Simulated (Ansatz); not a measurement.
System: K2CO3 (P6₃/mmc, No. 194, 12 atoms in the cell; start mp-10662; a measured phase of this formula has another space group). Method: r²SCAN (plane waves, PAW; Ansatz, a program for electronic structure).

Run with plane-wave cutoff 500 eV, 12×12×6 k mesh (along the axes of the cell as run), Fermi–Dirac smearing 0.05 eV, scalar-relativistic PAW data made under PBE.

Cell (relaxed at this level):

```yaml
crystal:
  lattice:
    - [5.74066, 0.00000, 0.00000]
    - [-2.87033, 4.97156, 0.00000]
    - [0.00000, 0.00000, 6.82939]
  atoms:
    - { symbol: K, position: [0.66667, 0.33333, 0.75000] }
    - { symbol: K, position: [0.33333, 0.66667, 0.25000] }
    - { symbol: K, position: [0.00000, 0.00000, 0.50000] }
    - { symbol: K, position: [0.00000, 0.00000, 0.00000] }
    - { symbol: C, position: [0.33333, 0.66667, 0.75000] }
    - { symbol: C, position: [0.66667, 0.33333, 0.25000] }
    - { symbol: O, position: [0.59290, 0.79645, 0.75000] }
    - { symbol: O, position: [0.40710, 0.20355, 0.25000] }
    - { symbol: O, position: [0.79645, 0.59290, 0.25000] }
    - { symbol: O, position: [0.20355, 0.40710, 0.75000] }
    - { symbol: O, position: [0.20355, 0.79645, 0.75000] }
    - { symbol: O, position: [0.79645, 0.20355, 0.25000] }
```

Problem. Give the computed band gap.

Solution. 
- band gap = 4.08 eV (on the SCF k mesh)

Note: the relaxation could not lower the start's symmetry, so the cell can be a saddle point above a distorted one.

Static lattice: no zero-point or thermal effects.

A start named mp-… is a Materials Project structure, which need not be a measured phase.
